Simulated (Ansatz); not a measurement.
**SiO2: response to strain**

The parent structure is SiO$_{2}$ (space group P3_221, No. 154).

```cif
data_O6Si3
_chemical_formula_sum 'Si3 O6'
_space_group_name_H-M_alt 'P 1'
_space_group_IT_number 1
_cell_length_a 5.02211
_cell_length_b 5.02211
_cell_length_c 5.51028
_cell_angle_alpha 90.000
_cell_angle_beta 90.000
_cell_angle_gamma 120.000
loop_
_space_group_symop_operation_xyz
  'x, y, z'
loop_
_atom_site_label
_atom_site_type_symbol
_atom_site_fract_x
_atom_site_fract_y
_atom_site_fract_z
_atom_site_occupancy
Si1 Si 0.47673 0.47673 0.00000 1
Si2 Si 0.52327 0.00000 0.66667 1
Si3 Si 0.00000 0.52327 0.33333 1
O1 O 0.41453 0.15915 0.87178 1
O2 O 0.84085 0.25538 0.53845 1
O3 O 0.15915 0.41453 0.12822 1
O4 O 0.58547 0.74462 0.79488 1
O5 O 0.25538 0.84085 0.46155 1
O6 O 0.74462 0.58547 0.20512 1
```

Strains are applied to the cell and any free atomic positions relax.

All numbers come from Ansatz (a program for electronic structure), PBE, PAW, cutoff 420 eV, without spin-orbit coupling.

```tsv
change	band gap	smallest direct gap	electron mass
base	5.68 eV	6.01 eV	0.51 mₑ (at Γ)
isotropic strain −3.00 %	___	___	0.49 mₑ (at Γ)
isotropic strain −2.25 %	5.86 eV	6.14 eV	0.49 mₑ (at Γ)
isotropic strain −1.50 %	5.80 eV	6.09 eV	0.50 mₑ (at Γ)
isotropic strain −0.75 %	5.74 eV	6.05 eV	0.50 mₑ (at Γ)
```

Q: Fill in the withheld entries from the trend.

A: 
- isotropic strain −3.00 %, band gap: 5.93 eV
- isotropic strain −3.00 %, smallest direct gap: 6.18 eV

Effective masses come from finite differences of ±0.01 Å⁻¹. No phonon test of stability was made.
